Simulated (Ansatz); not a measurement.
# Pressure series in AlV2C

Take AlV2C (space group P6_3/mmc, No. 194; a = 2.905 Å, c = 13.134 Å) as the base.

Cell and atoms are relaxed at each pressure.

The values are results of Kohn–Sham DFT with the PBE functional, run in Ansatz (a first-principles code) with PAW and 420 eV plane waves, spin-orbit coupling left out, earlier PAW set, not measurements.

Notes on the quantities. enthalpy: H = E + PV relative to the base's energy.

```
variant              density       enthalpy
----------------  ----------  -------------
base              4.87 g/cm³              –
pressure −2 GPa   4.81 g/cm³  -0.15 eV/atom
pressure −1 GPa   4.84 g/cm³  -0.08 eV/atom
pressure 0.3 GPa  4.88 g/cm³  +0.02 eV/atom
pressure 0.7 GPa  4.89 g/cm³  +0.05 eV/atom
pressure 1.5 GPa  4.91 g/cm³  +0.11 eV/atom
pressure 3 GPa    4.95 g/cm³  +0.22 eV/atom
pressure 5 GPa    5.01 g/cm³  +0.37 eV/atom
pressure 7.5 GPa  5.07 g/cm³  +0.55 eV/atom
pressure 10 GPa   5.13 g/cm³  +0.73 eV/atom
```

Load acts through the strain it causes; cell and atoms are relaxed under it. Stability against distortions was not tested. No other phases were tried under pressure. Seeded moments were not kept for the base. The final runs are not spin-polarised.
